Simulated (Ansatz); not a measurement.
Structures of equal composition on the (0001) surface of wurtzite CdSe (Cd plane on top): 2x2 cell from a buckled start; relaxed from the ideal Cd-terminated 1x1. The slabs share one bottom face, and each structure is named by its start. These are constructed structures in small cells; real faces may alloy, dewet or reconstruct in larger ones, and not all known structures of the face are among them. Slabs of about 15 Å with all that they carry, Fermi-Dirac smearing of 0.025 eV. Bottom of the slabs: H caps. Relaxed from the named starts with such symmetry as they have, on meshes of like density; energies extrapolated to zero smearing; no spin-orbit coupling, no U. Spin-polarised runs, if any, are marked in brackets, and their order is one that fits the cell; the others ran without spin. Where a second, spin-polarised start was run, the lower counts.

Computed with PBE (plane waves to 420 eV, PAW; Ansatz, a first-principles code).

Task: Put the candidates in order of energy per 1x1 cell, lowest first, for PBE.

Result: 2x2 cell from a buckled start (0.000 eV (3 Cd–Se bonds broke), gap 0.78 eV on the mesh), relaxed from the ideal Cd-terminated 1x1 (0.267 eV, no gap over 0.04 eV on the mesh)
